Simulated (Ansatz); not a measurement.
Au on the 1x1 (110) surface of zinc-blende GaAs (cut with top plane As + Ga), one in a 2x1 cell, energies for each (46.7 Å²). Energies are against an atom of fcc Au, without zero-point or thermal terms; each row is named by its start. No converged result for: 3 more starts.

Host crystal: zinc-blende GaAs, with a band gap (PBE, scalar-relativistic without spin-orbit coupling).

All values below come from PBE (plane waves to 420 eV, PAW; Ansatz, a quantum-chemistry and plane-wave program).

Slab: 21 atoms, 8.6 Å thick at the start under the adsorbate (thin: gaps and levels are the slab's own); k 3x4x1, smearing 0.01 eV, dipole-corrected; 8 atoms held, the rest relaxed; each run with such symmetry as its start has; spin-polarised, no spin-orbit, no U, no dispersion correction.

A negative adsorption energy means that the adsorbate is more stable on the surface than in its reference. Starts that drift may end in the same place. Heights count from the host atoms within 0.3 Å of the top one. Moments of ungapped slabs depend on the mesh.

```json
[
 {"starting site": "hollow beside As", "E_ads (eV)": "…", "height (Å)": "0.34", "nearest host atom (Å)": "As 2.66", "bonded to": "As + 2 Ga", "change of the vacuum step (eV)": "0.08", "lateral drift (Å)": "1.7", "moment (μB)": "0.5"},
 {"starting site": "bridge As-Ga (span 5.0 Å)", "E_ads (eV)": "0.93", "height (Å)": "0.74", "nearest host atom (Å)": "As 2.53", "bonded to": "As + Ga", "change of the vacuum step (eV)": "…", "lateral drift (Å)": "0.2", "moment (μB)": "0.7"}
]
```

Question: Complete the blanks.

Answer: 
- hollow beside As, E_ads (eV): 0.86
- bridge As-Ga (span 5.0 Å), change of the vacuum step (eV): 0.13
